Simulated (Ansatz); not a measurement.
Structures of equal composition on the (111) surface of fcc Ni, ferromagnetic: a layer of Cu in place of the second plane; a layer of Cu in place of the third plane. The slabs share one bottom face, and each structure is named by its start. These are constructed structures in small cells; real faces may alloy, dewet or reconstruct in larger ones, and not all known structures of the face are among them. Slabs of about 10 Å with all that they carry, Fermi-Dirac smearing of 0.1 eV. Bottom of the slabs: a bare face, its two planes held. Relaxed from the named starts with such symmetry as they have, on meshes of like density; energies extrapolated to zero smearing; no spin-orbit coupling, no U. Spin-polarised runs, if any, are marked in brackets, and their order is one that fits the cell; the others ran without spin. Where a second, spin-polarised start was run, the lower counts.

These are PBE (plane waves to 420 eV, PAW; Ansatz, an electronic-structure program) values and carry that method's errors.

**Question.** Rank these by energy per 1x1 cell (lowest first), as PBE gives it.

**Answer.** a layer of Cu in place of the second plane (0.000 eV [spin, 2.9 μB a cell]), a layer of Cu in place of the third plane (0.021 eV [spin, 3.0 μB a cell])
